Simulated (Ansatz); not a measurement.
Structures of equal composition on the (0001) surface of wurtzite GaN (Ga plane on top): 2x2 N adatom at H3; 2x2 N adatom at T1; 2x2 N adatom at T4. The slabs share one bottom face, and each structure is named by its start. These are constructed structures in small cells; real faces may alloy, dewet or reconstruct in larger ones, and not all known structures of the face are among them. Slabs of about 14 Å with all that they carry, Fermi-Dirac smearing of 0.025 eV. Bottom of the slabs: H caps. Relaxed from the named starts with such symmetry as they have, on meshes of like density; energies extrapolated to zero smearing; no spin-orbit coupling, no U. Spin-polarised runs, if any, are marked in brackets, and their order is one that fits the cell; the others ran without spin. Where a second, spin-polarised start was run, the lower counts.

Host crystal: wurtzite GaN, with a band gap (PBE, scalar-relativistic without spin-orbit coupling).

Method: PBE (plane waves to 420 eV, PAW; Ansatz, a quantum-chemistry and plane-wave program).

Put the candidates in order of energy per 1x1 cell, lowest first, for PBE.

2x2 N adatom at H3 (0.000 eV, a narrow gap of 0.21 eV by band count), 2x2 N adatom at T4 (0.493 eV, gap 0.25 eV on the mesh), 2x2 N adatom at T1 (0.762 eV [spin, 0.9 μB a cell], no gap over 0.04 eV on the mesh)
